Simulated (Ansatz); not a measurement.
The parent structure is GaAs in the zinc blende structure (space group F-43m, No. 216; a = 5.667 Å). Axes: x, y, z lie along the cube axes.

Computed with r2SCAN (Ansatz, a first-principles code), no SOC.

Modification: the cell is compressed by 5.81 % along y with no lateral relaxation; the atoms relax in the strained cell.

Question: Predict the stress tensor and what it implies for the stiffness.

Answer: Stress of the strained cell less that of the base (GPa, compression positive):
```
   3.69    0.00    0.00
   0.00    7.28    0.00
   0.00    0.00    3.69
```

Then −Δσ_ii/ε with ε = -0.0581 gives secant stiffness values (nonlinear terms included at this strain): C22 ≈ 125 GPa, C12 ≈ 63 GPa and C23 ≈ 63 GPa.

As a check, the harmonic strain energy −½ V₀ Δσ:ε is 30 meV/atom; the computed energy rise is 29 meV/atom.

Whether these cells are dynamically stable was not tested.
